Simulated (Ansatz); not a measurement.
This Ansatz (a quantum-chemistry and plane-wave program) input is the reference run, KTaO3 in the cubic perovskite structure (space group Pm-3m, No. 221), computed with r2SCAN/PAW in Ansatz, scalar-relativistic without spin-orbit coupling, earlier PAW set:

Ansatz 0.2 input:
```yaml
crystal:
  lattice:
    - [3.9892791089, 0, 0]
    - [0, 3.9892791089, 0]
    - [0, 0, 3.9892791089]
  atoms:
    - { symbol: K, position: [0, 0, 0] }
    - { symbol: Ta, position: [0.5, 0.5, 0.5] }
    - { symbol: O, position: [0, 0.5, 0.5] }
    - { symbol: O, position: [0.5, 0.5, 0] }
    - { symbol: O, position: [0.5, 0, 0.5] }
basis: { ecutwfc: 500, ecutrho_ratio: 4, xc_grid: 4, fft_grid_basis: typed }
kpoints: { mp_grid: { grid: [12, 12, 12] } }
hamiltonian:
  xc: r2scan
  dispersion: none
  pseudopotentials: { azcp: { folder: ./paw }, kind: paw }
scf: { occupations: { method: fermi_dirac, width: 0.0259 }, convergence: { dr2_threshold: 0.0000000005 } }
output: { forces: true, stress: true }
checkpoint: { write: state.ck, write_every: 1000 }
```

### Question
Write the input for this change: hole doping at 5.0×10^21 cm⁻³ (0.317 per cell), with a uniform compensating background at fixed cell and a 300 K Fermi–Dirac width.

### Answer
Ansatz 0.2 input:
```yaml
crystal:
  lattice:
    - [3.9892791089, 0, 0]
    - [0, 3.9892791089, 0]
    - [0, 0, 3.9892791089]
  atoms:
    - { symbol: K, position: [0, 0, 0] }
    - { symbol: Ta, position: [0.5, 0.5, 0.5] }
    - { symbol: O, position: [0, 0.5, 0.5] }
    - { symbol: O, position: [0.5, 0.5, 0] }
    - { symbol: O, position: [0.5, 0, 0.5] }
basis: { ecutwfc: 500, ecutrho_ratio: 4, xc_grid: 4, fft_grid_basis: typed }
kpoints: { mp_grid: { grid: [12, 12, 12] } }
hamiltonian:
  xc: r2scan
  dispersion: none
  pseudopotentials: { azcp: { folder: ./paw }, kind: paw }
total_charge: 0.317434
scf: { occupations: { method: fermi_dirac, width: 0.0259 }, convergence: { dr2_threshold: 0.0000000005 } }
relax: { f_tol: 0.005, max_steps: 30 }
output: { forces: true, stress: true }
checkpoint: { write: state.ck, write_every: 1000 }
```
This is the input that was run.

Carriers are added with a uniform compensating background; total energy and stress of such cells depend on the potential's zero and are not compared; many-body gap narrowing is missing at this level. Stability against distortions was not tested.
